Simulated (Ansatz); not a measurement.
# SrZrO3 (P4mm, No. 99, 5 atoms in the cell; start mp-1068742; a measured phase of this formula has another space group)

All values below come from HSE06 in Ansatz (PAW).

Numerical settings: plane-wave cutoff 460 eV, 6×6×6 k mesh, Fermi–Dirac smearing 0.01 eV, scalar-relativistic PAW data made under PBE.

Cell (relaxed with PBEsol):

```cif
data_O3SrZr
_chemical_formula_sum 'Sr1 Zr1 O3'
_space_group_name_H-M_alt 'P4mm'
_space_group_IT_number 99
_space_group_name_Hall 'P 4 -2'
_cell_length_a 4.11103
_cell_length_b 4.11103
_cell_length_c 4.19217
_cell_angle_alpha 90.000
_cell_angle_beta 90.000
_cell_angle_gamma 90.000
loop_
_atom_site_label
_atom_site_type_symbol
_atom_site_symmetry_multiplicity
_atom_site_Wyckoff_symbol
_atom_site_fract_x
_atom_site_fract_y
_atom_site_fract_z
_atom_site_occupancy
Sr1 Sr 1 b 0.50000 0.50000 0.55398 1
Zr1 Zr 1 a 0.00000 0.00000 0.00411 1
O1 O 1 a 0.00000 0.00000 0.48195 1
O2 O 2 c 0.00000 0.50000 0.95198 1
```

```yaml
band_gap: 4.96 eV (on the SCF k mesh)
smallest_direct_gap_on_the_k_points_sampled: 5.37 eV
```

Note: cell and atoms aren't relaxed at this level (pressure 1.0 GPa).

Spin–orbit coupling is not included.

Cost on a shared machine: around 4 core-minutes (rough).

A start named mp-… is a Materials Project structure, which need not be a measured phase.

Ansatz is a program for electronic structure.
